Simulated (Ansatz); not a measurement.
Functionals compared on the (10-11) surface of hcp Cd in its 1x1 cell, outermost plane spacing 0.40 Å in the ideal cut, in Ansatz (plane waves, PAW). The structure was relaxed with PBE; the other rows are single points on it, each with its references at the same level. Cutoff 420 eV (500 eV for r2SCAN).

Set-up: 10 atoms, 9.9 Å thick at the start (thin: gaps and levels are the slab's own); mesh 13x6x1; 0.1 eV smearing; dipole correction on; all atoms relaxed; held to the part of the start's symmetry that mesh and held atoms allow; no spin, no spin-orbit, no U. These notes are the PBE run's.

```tsv
functional	surface energy (J/m²)	work function of the top face (eV)	rough cost of the single point
PBE	0.41	3.89	–
LDA	0.70	4.22	very roughly 2.4 core-minutes
PBEsol	0.61	3.98	very roughly 2.3 core-minutes
RPBE	0.26	3.73	roughly 2.3 core-minutes
r2SCAN	[?]	[?]	about 4 core-minutes (a rough figure)
```

### Question
Complete the blanks.

### Answer

- r2SCAN, surface energy (J/m²): 0.56
- r2SCAN, work function of the top face (eV): 3.94

Ansatz is a program for electronic structure.
